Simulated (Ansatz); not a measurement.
Effect of uniaxial strain ε_zz = −3.00 % on Pt

The parent structure is Pt in the fcc (Cu type) structure (space group Fm-3m, No. 225; a = 3.920 Å; relaxed with 0.1 eV smearing). Axes: x, y, z lie along the cube axes.

The change: uniaxial strain ε_zz = −3.00 %, all other strain components held at zero, atoms relaxed at fixed cell.

Level of theory: Kohn–Sham DFT with the PBEsol functional, run in Ansatz (an electronic-structure program) with PAW and 420 eV plane waves, no SOC. Settings: 29×29×29 k-points, 0.1 eV Fermi–Dirac smearing.

| quantity | base | changed | shift |
|---|---|---|---|
| volume per atom | 15.06 Å³ | 14.60 Å³ | -0.452 Å³ |
| space group | Fm-3m (No. 225) | I4/mmm (No. 139) | – |
| shortest interatomic distance | 2.772 Å | 2.730 Å | -0.0413 Å |
| energy relative to the base (free energy F) | 0 meV/atom | +16 meV/atom | +16 meV/atom |
| pressure (mean of the normal stresses, compression positive) | 0.0 GPa | 9.5 GPa | +9.5 GPa |
| band gap | zero | zero | – |
| stress (xx, yy, zz, yz, xz, xy; compression positive) | – | (8.4, 8.4, 11.7, 0.0, 0.0, 0.0) GPa | – |

Final structure:

```
CELL_PARAMETERS angstrom
      0.00000     1.95989     1.90109
      1.95989     0.00000     1.90109
      1.95989     1.95989     0.00000
ATOMIC_POSITIONS crystal
  Pt 0.00000 0.00000 0.00000
```

Cost of the whole job for the changed cell (relaxation, final SCF and bands): around 40 core-seconds (rough).

No phonon test of stability was made. The final runs are not spin-polarised.
